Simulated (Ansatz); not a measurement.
Consider ZrSe2 in the CdI2 type structure (space group P-3m1, No. 164; a = 3.735 Å, c = 6.032 Å; layered, stacked along the Cartesian z axis).

Calculations: PBE-D3(BJ) (Ansatz, a first-principles code, PAW, no spin-orbit coupling).

Strains are applied to the cell and any free atomic positions relax.

One change was made to it. Results:

```csv
quantity,base,after
largest internal atomic displacement,–,0.091 Å
energy relative to the base (free energy F),0 meV/atom,+22 meV/atom
band gap,zero,0.40 eV
```

Q: Which of these changes matches the shifts?
(A) isotropic strain +1.50 %
(B) isotropic strain +3.00 %
(C) isotropic strain −2.50 %

A: B, isotropic strain +3.00 %. For comparison, the band gap in the other runs: isotropic strain −2.50 % gives zero; isotropic strain +1.50 % gives 0.22 eV.

Whether these cells are dynamically stable was not tested. All final runs are without spin polarisation. Gaps under 0.05 eV, about the width of the smearing, are given as zero. A zero or small gap of ZrSe2 can be the functional's error rather than a property of the material.
